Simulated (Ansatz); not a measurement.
Re, pressure series

Base system: Re (space group R-3m, No. 166; a cell from a computed database, its experimental status unchecked).

```xyz
3
Lattice="1.3768 0.7949 6.6518 -1.3768 0.7949 6.6518 0.0000 -1.5898 6.6518" Properties=species:S:1:pos:R:3 pbc="T T T"
Re     0.0000     0.0000     0.0000
Re     0.0000     0.0000     4.4327
Re     0.0000     0.0000    15.5226
```

Cell and atoms are relaxed at each pressure.

Level of theory: PBEsol, PAW, 420 eV (Ansatz, an electronic-structure program; spin-orbit coupling left out).

Notes on the quantities. enthalpy: H = E + PV relative to the base's energy.

| change | density | enthalpy | shortest interatomic distance |
|---|---|---|---|
| base | 21.24 g/cm³ | – | 2.725 Å |
| pressure 0.3 GPa | 21.25 g/cm³ | +0.03 eV/atom | 2.725 Å |
| pressure 0.7 GPa | 21.27 g/cm³ | +0.06 eV/atom | 2.724 Å |
| pressure 1.5 GPa | 21.32 g/cm³ | +0.14 eV/atom | 2.722 Å |
| pressure 3 GPa | 21.40 g/cm³ | +0.27 eV/atom | 2.718 Å |
| pressure 5 GPa | [?] | +0.45 eV/atom | [?] |
| pressure 7.5 GPa | 21.63 g/cm³ | +0.68 eV/atom | 2.708 Å |

Problem. Fill in the withheld entries from the trend.

Solution. 
- pressure 5 GPa, density: 21.50 g/cm³
- pressure 5 GPa, shortest interatomic distance: 2.714 Å

Load acts through the strain it causes; cell and atoms are relaxed under it. Whether these cells are dynamically stable was not tested. No other phases were tried under pressure. All final runs are without spin polarisation. This is not the structure that Re has at room temperature and ambient pressure.
